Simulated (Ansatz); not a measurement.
Seebeck coefficient (μV/K, mean over directions) of p-type monolayer SnS2 against carrier density, PBE, rigid bands in Ansatz (a program for electronic structure). Computed gap 1.57 eV; densities at which minority carriers matter at this gap, or further valleys turn the trend, are left out. Conductivity mass 0.55 mₑ (harmonic mean over directions), N_v = 5.4e13 cm⁻² at 300 K.

| hole density | 300 K | 500 K |
|---|---|---|
| 1.9e9 cm⁻² | 1041 | 1080 |
| 1.9e10 cm⁻² | 843 | 881 |
| 1.9e11 cm⁻² | 644 | 683 |
| 5.7e11 cm⁻² | 550 | 588 |
| 1.9e12 cm⁻² | 446 | 485 |
| 5.7e12 cm⁻² | ___ | ___ |
| 1.9e13 cm⁻² | 247 | 286 |
| 5.7e13 cm⁻² | 152 | ___ |
| 1.9e14 cm⁻² | 56 | 92 |

### Question
Fill in the missing entries.

### Answer

- 5.7e12 cm⁻², 300 K: 351
- 5.7e12 cm⁻², 500 K: 390
- 5.7e13 cm⁻², 500 K: 191

Rigid bands with a gap fixed in temperature, one relaxation time for all states, no polarons or phonon drag, and whether or not such doping can be reached. Spin-orbit coupling is left out; where it splits the top of the valence band, N_v and the p-type Seebeck coefficient come out somewhat high without it.
